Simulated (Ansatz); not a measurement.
Base system: Al in the fcc (Cu type) structure (space group Fm-3m, No. 225; a = 3.9839 Å; relaxed with 0.1 eV smearing). Axes: x, y, z lie along the cube axes.

The values are results of LDA, PAW, 420 eV (Ansatz, a program for electronic structure; scalar-relativistic without spin-orbit coupling), not measurements.

For the base:

- Shortest interatomic distance: 5.323 bohr
- Pressure: 0.0 GPa

Modification: a pure shear with ε_xy = ε_yx = 0.0086; the atoms relax in the strained cell.

Problem. Predict the new shortest interatomic distance.

Solution. The shortest interatomic distance drops by 0.0458 bohr to 5.278 bohr.

Problem. How does this affect the energy relative to the base?

Solution. The energy increases by 0.4 meV/atom.

Problem. Predict the new pressure.

Solution. The pressure (mean of the normal stresses, compression positive) stays 0.0 GPa.

No phonon test of stability was made.
